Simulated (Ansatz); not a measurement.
We look at the energy of the reaction as written. Reaction: 3/2 cell B + H2O (gas) → cell A. Negative: the products are lower in energy.

Cell A: a slab of MgO (rock salt, Fm-3m) cut along (111), 15 atoms, hexagonal cell of 3.01 Å (7.8 Å²), symmetry P-3m1, 16.4 Å thick under 16 Å of vacuum, in-plane vectors held at the crystal's; planes from bottom to top: H | O | Mg | O | Mg | O | Mg | O | Mg | O | Mg | O | Mg | O | H; added, foreign or displaced atoms, above the top plane and below the bottom plane: two times H bound to 1 O at 0.96 Å; spin state with PBE: run without spin, k-point mesh 11×11×1.
```xyz
15
Lattice="3.0077 0.0000 0.0000 -1.5039 2.6048 0.0000 0.0000 0.0000 32.7141" Properties=species:S:1:pos:R:3 pbc="T T T"
H      0.0000     0.0000     8.1764
O      0.0000     0.0000     9.1376
Mg     0.0000     1.7365    10.2074
O      1.5039     0.8683    11.4433
Mg     0.0000     0.0000    12.6730
O      0.0000     1.7365    13.9009
Mg     1.5039     0.8683    15.1290
O      0.0000     0.0000    16.3571
Mg     0.0000     1.7365    17.5851
O      1.5039     0.8683    18.8132
Mg     0.0000     0.0000    20.0411
O      0.0000     1.7365    21.2708
Mg     1.5039     0.8683    22.5068
O      0.0000     0.0000    23.5765
H      0.0000     0.0000    24.5377
```

Cell B: a slab of composition Mg4O4, 8 atoms, hexagonal cell of 3.45 Å (10.3 Å²), symmetry P-3m1, 6.5 Å thick under 16 Å of vacuum, in-plane vectors held at the given values, so it may be strained; planes from bottom to top: MgO × 4; a model cell; spin state with PBE: run without spin, k-point mesh 10×10×1.
```yaml
crystal:
  lattice:
    - [3.45000, 0.00000, 0.00000]
    - [-1.72500, 2.98779, 0.00000]
    - [0.00000, 0.00000, 22.45000]
  atoms:
    - { symbol: Mg, position: [0.66667, 0.33333, 0.35783] }
    - { symbol: O, position: [0.33333, 0.66667, 0.35522] }
    - { symbol: Mg, position: [0.33333, 0.66667, 0.45188] }
    - { symbol: O, position: [0.66667, 0.33333, 0.45236] }
    - { symbol: Mg, position: [0.66667, 0.33333, 0.54812] }
    - { symbol: O, position: [0.33333, 0.66667, 0.54764] }
    - { symbol: Mg, position: [0.33333, 0.66667, 0.64217] }
    - { symbol: O, position: [0.66667, 0.33333, 0.64478] }
```

Reference: an isolated H2O molecule (singlet) in a box of 11 × 13 × 13 Å.

Plane-wave PAW calculations with Ansatz (a quantum-chemistry and plane-wave program), its default PAW set, cutoff 420 eV, 500 eV for r2SCAN. The structures are at rest with PBE, within the held lattices; other levels are single points on them. HSE06 runs on coarser k-point meshes, mended by the PBE difference between the two meshes. Neutral cells; Fermi-Dirac smearing of at most 0.05 eV in the solids, energies taken to zero width. The lattices are those relaxed with PBE or held as stated, so at other levels the solids can be strained, which adds to the spread. A dispersion term (D3(BJ), or D4 for r2SCAN) was computed beside these levels and is taken off wherever the name lacks it. No zero-point or thermal terms. The structures are the rest points that the relaxations reached, not proven lowest. No correction for cell size. The cells' k-point meshes differ in density, so the last digit is unsettled. Cell A has symmetry P-3m1 and got no random move, so less symmetric positions, which may lie lower, weren't tried. Cell B has symmetry P-3m1 and got no random move, so less symmetric positions, which may lie lower, weren't tried.

Problem. What value does HSE06 give?

Solution. -2.71 eV, for 3/2 cell B + H2O (gas) → cell A.

Problem. How does the value move with the functional?

Solution. 
```csv
Level,value (eV),less HSE06
PBE,-2.32,0.39
r2SCAN,-3.13,-0.42
```

The levels span 0.81 eV, from r2SCAN (-3.13) to PBE (-2.32).
